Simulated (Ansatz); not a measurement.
Functionals compared on SiH3 on the 1x1 (101) surface of anatase TiO2 (cut with top plane O), one in a 2x1 cell, started at the site 'top O', in Ansatz (plane waves, PAW). The structure was relaxed with PBE; the other rows are single points on it, each with its references at the same level. Cutoff 420 eV (500 eV for r2SCAN). The points keep PBE's geometry, so the relaxation of a polaron and the settling of charge on one site are left out.

Host crystal: anatase TiO2, with a band gap (PBE, scalar-relativistic without spin-orbit coupling).

Set-up: 40 atoms, 9.4 Å thick at the start under the adsorbate (thin: gaps and levels are the slab's own); mesh 3x4x1; 0.01 eV smearing; dipole correction on; 14 atoms held, the rest relaxed; no symmetry held; spin-polarised, ending with about 0.4 μB a cell, a value that depends on the mesh; orders that need a larger cell were not tried, no spin-orbit, no U, no dispersion correction. The slab shows no gap over 0.04 eV on its mesh. At the end it is bonded to O. In PBE it is, or lies within 0.03 eV of, the lowest of the starts that converged. These notes are the PBE run's. r2SCAN: The program's check for a lower electronic state was not made. Adsorption energies are against SiH4(g) − ½ H2(g). A negative adsorption energy means that the adsorbate is more stable on the surface than in its reference.

```json
[
 {"functional": "PBE", "adsorption energy (eV)": "-0.39", "work function of the top face (eV)": "3.62", "rough cost of the single point": "–"},
 {"functional": "RPBE", "adsorption energy (eV)": "-0.17", "work function of the top face (eV)": "3.51", "rough cost of the single point": "roughly 18 core-minutes"},
 {"functional": "r2SCAN", "adsorption energy (eV)": "-0.56", "work function of the top face (eV)": "3.66", "rough cost of the single point": "roughly 30 core-minutes"}
]
```

Ansatz is an electronic-structure program.
